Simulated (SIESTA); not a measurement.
Band structure of PtAl2 (Fm-3m, 3 atoms in the cell).

```
CELL_PARAMETERS angstrom
      0.00000     2.90004     2.90004
      2.90004     0.00000     2.90004
      2.90004     2.90004     0.00000
ATOMIC_POSITIONS crystal
  Al 0.25000 0.25000 0.25000
  Al 0.75000 0.75000 0.75000
  Pt 0.00000 0.00000 0.00000
```

Level of theory: GGA PBE, numerical atomic orbitals TZP, PseudoDojo PBE standard norm-conserving potentials (rewritten from UPF to PSML) (SIESTA).

Settings: XC.functional = GGA; XC.authors = PBE; potentials = PseudoDojo PBE standard; PAO.BasisSize = TZP; PAO.EnergyShift = 0.01 Ry; MeshCutoff = 400 Ry; kgrid.MonkhorstPack = 13 13 13; OccupationFunction = FD; ElectronicTemperature = 0.1 eV; MaxSCFIterations = 150; SCF.Mixer.Method = Pulay; SCF.Mixer.Weight = 0.1; SCF.Mixer.History = 6; SCF.DM.Tolerance = 1.0E-04.

The starting cell has typed, rounded lattice constants, without a prior relaxation at this level. Its lattice was rescaled by a random factor within 2.5 % of one. Spin-orbit coupling is off. Spin polarisation is off. Values carry the incompleteness of an atom-centred basis.

Levels in eV from the Fermi level, bands 10 to 15:
| point | 10 | 11 | 12 | 13 | 14 | 15 |
|---|---|---|---|---|---|---|
| Γ | -4.05 | 3.55 | 3.86 | 3.86 | 3.86 | 5.67 |
| X | -3.66 | -3.48 | -1.69 | -1.69 | 3.42 | 3.44 |
| W | -3.54 | -2.96 | -2.96 | -0.97 | 5.49 | 5.49 |
| K | -3.96 | -3.28 | -2.14 | -0.64 | 3.48 | 5.66 |
| L | -3.80 | -3.80 | 1.05 | 1.05 | 4.10 | 5.32 |
| U | -3.96 | -3.28 | -2.14 | -0.64 | 3.48 | 5.66 |

Bands cross the Fermi level along this path, so the cell is metallic at this level.

Higher empty bands are left out: an atom-centred basis made for the valence describes them poorly.
